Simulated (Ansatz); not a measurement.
Worked example: self-consistent single point of TePd (P3_221, 6 atoms in the cell) in Ansatz (a first-principles code).

Computed with revPBE-D4, default PAW files made with PBE (plane waves; Ansatz).

```
TePd
1.0
    4.46848     0.00000     0.00000
   -2.23424     3.86982     0.00000
    0.00000     0.00000    10.23708
Pd Te
3 3
Direct
  0.71980   0.00000   0.66667
  0.00000   0.71980   0.33333
  0.28020   0.28020   0.00000
  0.48890   0.00000   0.16667
  0.00000   0.48890   0.83333
  0.51110   0.51110   0.50000
```

Reference input (self-consistent single point, DFT, PBEsol, plane waves, default PAW files made with PBE): basis.ecutwfc = 30.9 Ry; kpoints.mp_grid.grid = 5 5 2; hamiltonian.xc = pbesol; hamiltonian.pseudopotentials = {kind: paw} (the program's default PAW files); scf.occupations.method = cold; scf.occupations.width = 0.0073 Ry. This run's input differs from it in these lines:

Ansatz 0.2 input:
```diff
@@ -18,3 +18,4 @@
 hamiltonian:
-  xc: pbesol
+  xc: revpbe
+  dispersion: d4
   pseudopotentials:
```

The program printed (abridged):

```
SCF iter   1: F=—  HF=-41897.190443 eV  |F-HF|=—  |Δ(HF+E_count)|=         —  Δρ=5.50e-3  dr2=6.72e-2  ethr=1.77e-3  ⟨swp⟩=6.5  Hψ=2448  notcnv=0  defer=3
all-band conjugate gradients solve this SCF's bands
preconditioner: auto → LDOS
SCF iter   2: F=—  HF=-41897.183282 eV  |F-HF|=—  |Δ(HF+E_count)|=   7.16e-3  S|Δr|=    0.00e0  Δρ=2.27e-3  dr2=6.00e-3  ethr=6.59e-5  ⟨swp⟩=2.0  Hψ=933  notcnv=0  defer=16
   [... lines left out ...]
SCF iter   5: F=—  HF=-41897.182163 eV  |F-HF|=—  |Δ(HF+E_count)|=   6.77e-5  S|Δr|=    0.00e0  Δρ=9.98e-5  dr2=2.36e-5  ethr=4.26e-7  ⟨swp⟩=2.5  Hψ=889  notcnv=0  defer=16
SCF iter   6: F=—  HF=-41897.182170 eV  |F-HF|=—  |Δ(HF+E_count)|=   7.38e-6  S|Δr|=    0.00e0  Δρ=1.98e-5  dr2=7.63e-7  ethr=2.31e-8  ⟨swp⟩=2.6  Hψ=962  notcnv=0  defer=16
SCF iter   7: F=-41897.182170 eV  HF=-41897.182170 eV  |F-HF|=3.70e-9  |Δ(HF+E_count)|=   1.38e-7  S|Δr|=    0.00e0  Δρ=4.61e-6  dr2=4.20e-8  ethr=9.80e-11  ⟨swp⟩=11.1  Hψ=2978  notcnv=0
SCF 1 converged in 7 iterations: F = -41897.182170 eV  dr2 = 4.20e-8
Stability not checked (fill_not_monotonic)
Free energy (F): -41897.182170 eV
Internal energy: -41897.175463 eV  (E = F + TS)
E sigma→0 (E₀):  -41897.179934 eV
Entropy (-TS):   -0.006708 eV (-1.118 meV/atom)
Fermi energy:    8.785965 eV
--- Forces (eV/Å), atoms counted from 1 ---
  atom   1  Pd    -0.36812729     0.00000002    -0.00000000
  atom   2  Pd     0.18406362    -0.31880760     0.00000000
  atom   3  Pd     0.18406367     0.31880757     0.00000000
  atom   4  Te     1.11488275    -0.00000007    -0.00000000
  atom   5  Te    -0.55744131     0.96551682    -0.00000000
  atom   6  Te    -0.55744144    -0.96551675     0.00000000
--- Stress (GPa, compression-positive) ---
       -7.770232       0.000000       0.000000
        0.000000      -7.770232      -0.000000
        0.000000      -0.000000      -5.704427
  P = ⅓ Tr σ = -7.0816 GPa (-70.816 kbar)
  The stress holds the Pulay correction. Without it, at fixed plane waves, as pw.x and ABINIT print it: P = -7.1151 GPa
```

The run converged in 7 iterations. Against the reference run the pressure goes from -7.42 to -7.08 GPa and the largest force goes from 0.809 to 1.115 eV/Å.

The starting cell was generated: these elements placed on a structure prototype, without a prior relaxation; it need not be a known phase or ordering of this composition. Spin-orbit coupling is off. Spin polarisation is off. With a pressure of about -7 GPa the cell is away from its equilibrium volume at this level. Forces in this geometry exceed 1 eV/Å. Ansatz's pressure includes its estimate of the finite-basis (Pulay) stress.
